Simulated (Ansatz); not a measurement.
Base system: Rh in the fcc (Cu type) structure (space group Fm-3m, No. 225; a = 3.802 Å; relaxed with 0.1 eV smearing). Axes: x, y, z lie along the cube axes.

Computed with plane-wave PAW DFT at the r2SCAN level (Ansatz, a program for electronic structure, 500 eV), scalar-relativistic without spin-orbit coupling.

Modification: tensile biaxial strain of 2.00 % in the plane normal to [001], as in epitaxy on a mismatched substrate; the out-of-plane cell vector and the atoms relax.

What does the calculation give for the ratio −ε⊥/ε∥ after the change?

The ratio −ε⊥/ε∥ comes out as 0.89.

Predict the new in-plane stress.

The mean in-plane stress (compression positive) amounts to -8.3 GPa.

What does the calculation give for the energy relative to the base after the change?

The energy increases by 15 meV/atom.

Whether these cells are dynamically stable was not tested. The final runs are not spin-polarised. Rh lies near a magnetic instability that expansion can trigger; it was not tested.
